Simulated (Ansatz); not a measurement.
The parent structure is Cu in the fcc (Cu type) structure (space group Fm-3m, No. 225; a = 3.518 Å; relaxed with 0.1 eV smearing).

Calculations: Kohn–Sham DFT with the LDA functional, run in Ansatz (a quantum-chemistry and plane-wave program) with PAW and 420 eV plane waves, without spin-orbit coupling.

Strains are applied to the cell and any free atomic positions relax.

One change was made to it. Results:

| quantity | base | after |
|---|---|---|
| pressure | 0.0 GPa | -5.2 GPa |
| energy relative to the base (free energy F) | 0 meV/atom | +5.6 meV/atom |

Q: What was done to the base?
(A) isotropic strain −2.50 %
(B) isotropic strain −1.50 %
(C) isotropic strain +2.50 %
(D) isotropic strain −2.00 %
(E) isotropic strain +1.00 %

A: E, isotropic strain +1.00 %. For comparison, the energy relative to the base in the other runs: isotropic strain −1.50 % gives +14 meV/atom; isotropic strain −2.00 % gives +25 meV/atom; isotropic strain +2.50 % gives +33 meV/atom; isotropic strain −2.50 % gives +40 meV/atom.

No phonon test of stability was made. The final runs are not spin-polarised.
